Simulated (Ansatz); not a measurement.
## CsPbCl3: pressure series

Start from CsPbCl$_{3}$ in the cubic perovskite structure (space group Pm-3m, No. 221).

```xyz
5
Lattice="5.7356 0.0000 0.0000 0.0000 5.7356 0.0000 0.0000 0.0000 5.7356" Properties=species:S:1:pos:R:3 pbc="T T T"
Cs     0.0000     0.0000     0.0000
Pb     2.8678     2.8678     2.8678
Cl     0.0000     2.8678     2.8678
Cl     2.8678     2.8678     0.0000
Cl     2.8678     0.0000     2.8678
```

Cell and atoms are relaxed at each pressure.

All numbers come from DFT with PBE, PAW potentials and a 420 eV plane-wave cutoff in Ansatz (a first-principles code), scalar-relativistic without spin-orbit coupling.

Candidates:
(a) pressure 100 GPa
(b) pressure −1 GPa
(c) pressure 3 GPa

Base values:

The band gap comes out as 2.21 eV.

Problem. Order them by band gap, lowest first.

Solution. (a) pressure 100 GPa (zero), (c) pressure 3 GPa (1.75 eV), (b) pressure −1 GPa (2.38 eV)

The mesh was chosen for an insulator and is coarse for the gapless case. With Pb present, leaving out spin-orbit coupling can change the band edges. Load acts through the strain it causes; cell and atoms are relaxed under it. Stability against distortions was not tested. Competing high-pressure phases were not computed. All final runs are without spin polarisation. Many cubic perovskites are stable only at high temperature; tilts and polar distortions were not tested. This is not the structure that CsPbCl3 has at room temperature and ambient pressure.
